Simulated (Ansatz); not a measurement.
Amorphous cells of 8 compositions: the gap between the highest filled and lowest empty level at the zone centre, by PBE and by a single point of r2SCAN on the same geometry (PBE, scalar-relativistic without spin-orbit coupling (plane waves to 420 eV, PAW; Ansatz, a first-principles code); r2SCAN at 500 eV). The networks come from melt-quench runs on the CHGNet potential at compositions and starting densities chosen by hand, with anions pushed apart in the CHGNet dynamics, and DFT then relaxed them. The cells are small and were quenched far faster than real films, so single cells scatter. Defect or tail levels can set these gaps. The rows are the first to finish with both values and no moments.

```
cell                        PBE gap x (eV)  r2SCAN gap y (eV)
--------------------------  --------------  -----------------
A (Si24O49Na2, 2.20 g/cm3)            3.32               3.92
B (Si24O49Ba, 2.35 g/cm3)             4.01               4.64
C (Si24O51La2, 2.51 g/cm3)            4.44               5.02
D (Si24O51Ga2, 2.36 g/cm3)            4.59               5.24
E (Si24O51Al2, 2.17 g/cm3)            4.62           withheld
F (Si24O49Zn, 2.27 g/cm3)             4.63               5.23
G (Si24O50Zr, 2.31 g/cm3)             4.94               5.54
H (Si24O51B2, 2.18 g/cm3)             5.18               5.86
```

Problem. Fit a straight line through the 7 full rows and predict the withheld value for E (Si24O51Al2, 2.17 g/cm3).

Solution. Means: x = 4.444, y = 5.064. Slope = Σ(Δx Δy) / Σ(Δx²) = 2.349 / 2.295 = 1.02; the r.m.s. residual is 0.030. Prediction: 5.064 + 1.02 × (4.62 − 4.444) = 5.24. The run gave 5.32, 0.08 above the line.
